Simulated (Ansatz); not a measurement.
A periodic model of amorphous Si$_{20}$O$_{32}$C$_{6}$H$_{16}$:

```
C3H8O16Si10
1.0
   10.34939    -0.74240     0.09072
   -0.74240    10.49627     0.19123
    0.09072     0.19123     9.92177
Si O C H
20 32 6 16
Cartesian
  1.68502   0.90712   9.38812
 -0.30832   9.60407   1.92909
  8.58799   7.23671   3.48036
  0.46766   3.53368   0.40703
  3.52945  -0.01203   5.92082
  7.32031   9.86675   2.64167
  6.39778   9.00166   7.50383
  8.83626   5.11984   5.40169
  2.86590  10.10698   3.04012
  6.52093   6.66434   7.26490
  2.58412   4.46509   8.51931
  5.26150   0.77399   7.25591
  4.59805   4.41970   7.19377
  5.89490   1.47303   2.19398
  2.20746   5.85376   1.10923
  4.38158   7.51433   2.00463
  1.54076   1.78984   2.48686
  1.05536   1.72100   6.42305
  6.80717   3.12314   6.17923
  8.36727   9.76772   5.36869
  3.31851   8.67965   2.43774
  5.46810   5.61213   7.90948
  4.72489   7.83309   0.45065
  0.89372   1.24240   8.01694
  3.03131   4.99378   7.01453
  3.31499   0.92315   9.12110
  1.21634   4.54480   1.46218
  5.72380   7.45029   2.95455
  3.35078  10.17358   4.60531
  6.98650   3.66669   0.79498
  7.62692   9.79249   6.81945
  6.95410   7.76050   8.48932
  1.28740   1.99560   0.67840
  2.92983   5.66432   9.56866
  9.29127   2.47648   0.71875
  7.02850   0.40556   1.70161
  3.47248   6.11409   2.12098
  7.73197   5.91109   6.51959
  5.37321  10.05798   8.18667
  5.38417   3.94718   5.86062
  7.90828   3.65960   5.11581
  2.54656   1.33487   5.87543
  0.04485   0.97433   5.39378
  4.39838   0.81813   2.03555
  5.78043   7.89894   6.40615
  7.30571   3.28638   7.74566
  8.86490   8.31539   4.82201
  1.00540   4.07521   8.79219
  9.54578  -0.48565   1.74652
  8.15058  -0.08931   4.01559
  0.39262   9.84165   0.37054
  6.30304   1.56033   6.23924
  3.93889   3.16159   8.41302
  5.95429   3.11038   1.16368
  4.16183   1.82951   8.46086
  1.78322  -0.01807   2.78318
  1.88464   6.90851   4.92426
  7.00322   8.01533   2.53672
  8.43665   3.00511   0.77111
  5.59611   7.66801   9.90824
  4.99770   3.66744   1.01233
  0.84348   3.17113   6.33422
  1.86364   5.85225   4.64223
  1.33261   7.49435   4.18019
  0.29483   2.39090   3.00455
  2.70223   2.65949   2.77054
  1.40341   7.01540   5.89903
  1.97582   9.33576   6.61293
  7.21214   7.73453   1.48598
  7.72599   4.12948   7.97339
  1.33002   7.04007   1.04013
  0.68490  10.34603   4.01061
  2.92281   7.25156   4.98106
  6.12136   1.92469   3.58755
```

Methods: PBE, scalar-relativistic without spin-orbit coupling (Ansatz, a program for electronic structure); r2SCAN, scalar-relativistic without spin-orbit coupling (Ansatz); HSE06, scalar-relativistic without spin-orbit coupling (Ansatz). Neutral PBE cell, which sets geometry, pressure and energy: sampling: a 2×2×2 Γ-centred mesh; Fermi-Dirac width 0.02 eV; no spin polarisation. Exact exchange is cut at the faces of this 10 Å cell, which leaves hybrid gaps a finite-size error.

Preparation: random packing, a CHGNet melt and quench, and a DFT relaxation. O atoms were pushed apart under 1.9 Å during the dynamics, to hinder bonds among them. The hot cell started wider than the set density and was brought back towards it in steps. It is the lowest in DFT energy of 2 quenches. It is a model cell: composition and starting density were chosen by hand, and all elements were melted together. No dispersion term was used. The simulated quench is rapid and tends to freeze in more defects than a deposited or slowly cooled glass has. One small periodic cell is one sample of the glass; other quenches scatter about these values. The volume was held where the preparation left it and the shape relaxed.

Q: Give the pressure, the energy against reference phases and the spacing of the highest filled and lowest empty levels.

A: 
The pressure on a 2×2×2 Γ-centred mesh comes out as 0.50 GPa. The largest force and stress component on that mesh (the relaxation ran on the zone centre alone) is 0.03 eV/Å and 0.5 GPa, the energy relative to alpha cristobalite + CH4 gas + 6H silicon carbide + silicon (lowest mix at this level among the phases computed, not always the ambient ones) comes out as 0.355 eV/atom and the gap between localised states on a 2×2×2 Γ-centred mesh (PBE) comes out as 0.84 eV. The gap between localised states at the zone centre (PBE) is 0.85 eV and the gap between localised states at the zone centre (r2SCAN) comes out as 1.08 eV. The gap between localised states at the zone centre (HSE06) is 2.03 eV. The distance between the nearest levels spread over more than a fifth of the atoms or a third of the atoms of their main element (six at least) (PBE, zone centre) is 3.06 eV.

Q: At PBE and the zone centre, how localised are the states just below and above the Fermi level (participation number: the atoms over which a state spreads)?

A: The highest filled state is spread over 5.2 atoms' worth, largest on Si8, with weights by element (charge in smoothed Voronoi cells) Si 0.69, O 0.17, C 0.07. The lowest empty state is spread over 3.3 atoms' worth, largest on C54, with weights by element (charge in smoothed Voronoi cells) C 0.48, O 0.32, H 0.14.

At PBE the levels at both edges of the gap are localised (band-tail or defect states), and the nearest spread-out levels lie 3.1 eV apart at the zone centre.

Bonds are counted up to Si-Si 2.60 Å, Si-O 2.00 Å, Si-C 2.19 Å, Si-H 1.70 Å, O-O 1.58 Å, O-C 1.66 Å, O-H 1.20 Å, C-C 1.78 Å, C-H 1.32 Å, H-H 0.90 Å. Two cations that share two anions don't count as bonded, nor two that share one unless they lie closer than Si-Si 2.38 Å, Si-C 2.00 Å, C-C 1.63 Å.

A PBE run started with 1 μB on atoms that lack a bond or may hold spare charge lost its moments; other starts weren't tried.
